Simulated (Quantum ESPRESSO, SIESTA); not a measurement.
A Quantum ESPRESSO input for a self-consistent single point of CoBiO3 (P4mm, 5 atoms in the cell) (DFT, LDA (PW92), plane waves, PseudoDojo standard norm-conserving (LDA) pseudopotentials):

```fortran
&control
    calculation = 'scf'
    outdir = './tmp'
    pseudo_dir = './'
    tprnfor = .true.
    tstress = .true.
/
&system
    ibrav = 0
    celldm(1) = 7.0219841736
    nat = 5
    ntyp = 3
    ecutwfc = 100
    occupations = 'smearing'
    smearing = 'fd'
    degauss = 0.0073499
/
&electrons
    conv_thr = 1.0d-10
/
ATOMIC_SPECIES
Co    58.9332  Co.upf
Bi   208.9804  Bi.upf
O     15.9990  O.upf
ATOMIC_POSITIONS crystal
Co    0.5000000000    0.5000000000    0.6228100000
Bi    0.0000000000    0.0000000000    0.0509600000
O     0.5000000000    0.0000000000    0.6960800000
O     0.0000000000    0.5000000000    0.6960800000
O     0.5000000000    0.5000000000    0.1625700000
K_POINTS automatic
9 9 9  0 0 0
CELL_PARAMETERS alat
   1.0000000000     0.0000000000     0.0000000000
   0.0000000000     1.0000000000     0.0000000000
   0.0000000000     0.0000000000     1.0795796628
```

Give the SIESTA input for the same structure, mesh, smearing and functional.

This is the input that was run; spellings and numerical settings could be chosen otherwise.

```
# files in the folder: Co.psml Bi.psml O.psml (PseudoDojo LDA standard)
SystemName  CoBiO3
SystemLabel CoBiO3

NumberOfAtoms                5
NumberOfSpecies              3
%block ChemicalSpeciesLabel
  1 27 Co
  2 83 Bi
  3 8 O
%endblock ChemicalSpeciesLabel
LatticeConstant              1.0 Ang
%block LatticeVectors
     3.715874000    0.000000000    0.000000000
     0.000000000    3.715874000    0.000000000
     0.000000000    0.000000000    4.011582000
%endblock LatticeVectors
AtomicCoordinatesFormat      Bohr
%block AtomicCoordinatesAndAtomicSpecies
     3.510992087    3.510992087    4.721392634  1
     0.000000000    0.000000000    0.386317125  2
     3.510992087    0.000000000    5.276837213  3
     0.000000000    3.510992087    5.276837213  3
     3.510992087    3.510992087    1.232409243  3
%endblock AtomicCoordinatesAndAtomicSpecies

XC.functional                LDA
XC.authors                   PW92
PAO.BasisSize                DZP
PAO.EnergyShift              0.01 Ry
MeshCutoff                   400 Ry
%block kgrid.MonkhorstPack
    9   0   0  0.0
    0   9   0  0.0
    0   0   9  0.0
%endblock kgrid.MonkhorstPack
OccupationFunction           FD
ElectronicTemperature        100.0 meV

MaxSCFIterations             150
SCF.Mixer.Method             Pulay
SCF.Mixer.Weight             0.1
SCF.Mixer.History            8
SCF.DM.Tolerance             1.0E-04
Diag.ParallelOverK           true
WriteForces                  true
```

Basis settings and potentials, where a program has them, do not carry over. This input uses DFT, LDA PW92, numerical atomic orbitals DZP, PseudoDojo LDA standard norm-conserving potentials (rewritten from UPF to PSML). LDA parametrisations can differ slightly between programs.

The starting cell comes from a database of computed structures (which also holds hypothetical and non-ambient phases and stackings), without a prior relaxation at this level. Its lattice was rescaled by a random factor within 2.5 % of one.
